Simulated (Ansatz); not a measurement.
Reference: CuZn (Pm-3m), PBEsol, DFPT electron-phonon coupling, linearised Boltzmann equation (plane waves, PAW, scalar-relativistic; Ansatz, a first-principles code); geometry: relaxed with this functional, without spin-orbit coupling.

Space group Pm-3m (No. 221); a = 2.9072 Å, b = 2.9072 Å, c = 2.9072 Å, α = 90.00°, β = 90.00°, γ = 90.00°

```tsv
atom	site	symmetry	x	y	z
Zn	1b	m-3m	0.5000	0.5000	0.5000
Cu	1a	m-3m	0.0000	0.0000	0.0000
```

- resistivity at 300 K = 4.4 μΩ·cm

**Question.** Replace Cu by Ag on the same sites and relax. What happens?

**Answer.** AgZn (Pm-3m): volume per atom 12.3 to 15.1 Å³; resistivity at 300 K rises (4.4 μΩ·cm to 5.4 μΩ·cm).

**Question.** Replace Cu by Sc on the same sites and relax. What happens?

**Answer.** ScZn (Pm-3m): volume per atom 12.3 to 18.0 Å³; resistivity at 300 K rises (4.4 μΩ·cm to 26 μΩ·cm).

**Question.** Replace Zn by Pd on the same sites and relax. What happens?

**Answer.** PdCu (Pm-3m): volume per atom 12.3 to 13.0 Å³; resistivity at 300 K stays about the same (4.4 μΩ·cm to 4.6 μΩ·cm).

Moves up to 13 % count as about the same. Metals; harmonic phonons alone scatter; means over directions. Halving the electron mesh moves these values by up to 9 %; q meshes are mostly untested. Spin-orbit coupling is left out.

Formula and space group known from diffraction (Crystallography Open Database), not checked to be the room-temperature form: AgZn (Pm-3m), PdCu (Pm-3m), ScZn (Pm-3m).
